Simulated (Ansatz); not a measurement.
System: cubic perovskite CsPbBr3 (cubic high-temperature phase). Method: PBE0 (PAW; Ansatz, an electronic-structure program).

Settings: plane-wave cutoff 460 eV, 4×4×4 k mesh, Fermi–Dirac smearing 0.01 eV, scalar-relativistic PAW data made under PBE.

Equation-of-state points:

```json
[
 {"V (Å³/atom)": "40.432", "E − E_lowest (meV/atom)": "7.29"},
 {"V (Å³/atom)": "41.496", "E − E_lowest (meV/atom)": "1.73"},
 {"V (Å³/atom)": "42.556", "E − E_lowest (meV/atom)": "0.00"},
 {"V (Å³/atom)": "43.624", "E − E_lowest (meV/atom)": "1.56"},
 {"V (Å³/atom)": "44.688", "E − E_lowest (meV/atom)": "6.01"}
]
```

Problem. What bulk modulus B0 and pressure derivative B′ does a third-order Birch–Murnaghan fit give?

Solution. V0 = 42.563 Å³/atom, B0 = 19.9 GPa, B′ = 4.6 (fit to the energies at full precision).

Note: the relaxation could not lower the start's symmetry, so the cell can be a saddle point above a distorted one.

Spin–orbit coupling is not included; it can shift volumes and moduli of such heavy elements.

Static lattice: no zero-point or thermal effects.
